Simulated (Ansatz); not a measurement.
**InSb (model structure, started from the WC type, P-6m2, No. 187, 2 atoms in the cell): properties by level of theory**

```csv
level (code),lattice constant a (Å),c axis length (Å),formation enthalpy (eV/atom)
PBE (Ansatz),4.275,3.801,0.076
PBEsol (Ansatz),4.117,3.829,0.071
PBE-D3(BJ) (Ansatz),4.116,3.861,0.084
r²SCAN (Ansatz),4.230,3.772,0.043
```

Ansatz's density-functional and Hartree–Fock values are scalar-relativistic unless marked +SOC, with PAW data made under PBE.

Static lattice: no zero-point or thermal effects.

A model structure was made by putting elements into a prototype or built by hand; it is no filed structure, need not be a known phase, and can be a saddle point held by its symmetry.

Ansatz is a first-principles code.
